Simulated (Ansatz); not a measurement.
Take Nb in the bcc (W type) structure (space group Im-3m, No. 229; a = 3.311 Å; relaxed with 0.1 eV smearing) as the base.

Computed with DFT with PBE, PAW potentials and a 420 eV plane-wave cutoff in Ansatz (a first-principles code), no spin-orbit coupling.

Strains are applied to the cell and any free atomic positions relax.

One change was made to it. Results:

| quantity | base | after |
|---|---|---|
| pressure | 0.0 GPa | -6.9 GPa |
| energy relative to the base (free energy F) | 0 meV/atom | +19 meV/atom |

Question: What was done to the base?
A) isotropic strain −3.00 %
B) isotropic strain +3.00 %
C) isotropic strain +0.50 %
D) isotropic strain +2.00 %
E) isotropic strain +1.50 %

Answer: E, isotropic strain +1.50 %. For comparison, the energy relative to the base in the other runs: isotropic strain +2.00 % gives +33 meV/atom; isotropic strain +0.50 % gives +2.1 meV/atom; isotropic strain −3.00 % gives +84 meV/atom; isotropic strain +3.00 % gives +72 meV/atom.

No phonon test of stability was made. The final runs are not spin-polarised.
